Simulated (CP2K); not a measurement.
Band structure of BaSr₃ (Fm-3m, 4 atoms in the cell).

```yaml
crystal:
  lattice:
    - [6.83573, 0.00000, 0.00000]
    - [3.41787, 5.91992, 0.00000]
    - [3.41787, 1.97331, 5.58135]
  atoms:
    - { symbol: Ba, position: [0.00000, 0.00000, 0.00000] }
    - { symbol: Sr, position: [0.25000, 0.25000, 0.25000] }
    - { symbol: Sr, position: [0.75000, 0.75000, 0.75000] }
    - { symbol: Sr, position: [0.50000, 0.50000, 0.50000] }
```

Computed with PBEsol, GPW, DZVP-MOLOPT-SR-GTH basis, GTH-PBE potentials (GTH_POTENTIALS) (CP2K).

Settings: CUTOFF = 500 Ry; REL_CUTOFF = 50 Ry; SMEAR/METHOD = FERMI_DIRAC; ELECTRONIC_TEMPERATURE = 1160.45 K; KPOINTS/SCHEME = MONKHORST-PACK 8 8 8; GAMMA_CENTERED = T; XC_FUNCTIONAL = PBE:PBESOL; Ba/BASIS_SET = DZVP-MOLOPT-SR-GTH; Ba/POTENTIAL = GTH-PBE-q10; Sr/BASIS_SET = DZVP-MOLOPT-SR-GTH; Sr/POTENTIAL = GTH-PBE-q10; METHOD = GPW; EPS_DEFAULT = 1e-10; EXTRAPOLATION = USE_GUESS.

The starting cell comes from a database of computed structures (which also holds hypothetical and non-ambient phases and stackings), without a prior relaxation at this level. Its lattice was rescaled by a random factor within 2.5 % of one. Values carry the incompleteness of an atom-centred basis. The potentials were made for another functional than the one used.

Levels in eV from the Fermi level, bands 17 to 22:
| point | 17 | 18 | 19 | 20 | 21 | 22 |
|---|---|---|---|---|---|---|
| Γ | -3.63 | -0.01 | -0.01 | -0.01 | 0.17 | 0.17 |
| X | -1.80 | -1.70 | -1.21 | -0.74 | 0.33 | 0.33 |
| W | -1.59 | -1.46 | -1.46 | -1.06 | 0.57 | 0.70 |
| K | -1.73 | -1.55 | -1.47 | -0.67 | 0.18 | 0.77 |
| L | -2.17 | -2.11 | -0.08 | -0.08 | 0.41 | 0.41 |
| U | -1.73 | -1.55 | -1.47 | -0.67 | 0.18 | 0.77 |

Bands cross the Fermi level along this path, so the cell is metallic at this level.

Higher empty bands are left out: an atom-centred basis made for the valence describes them poorly.
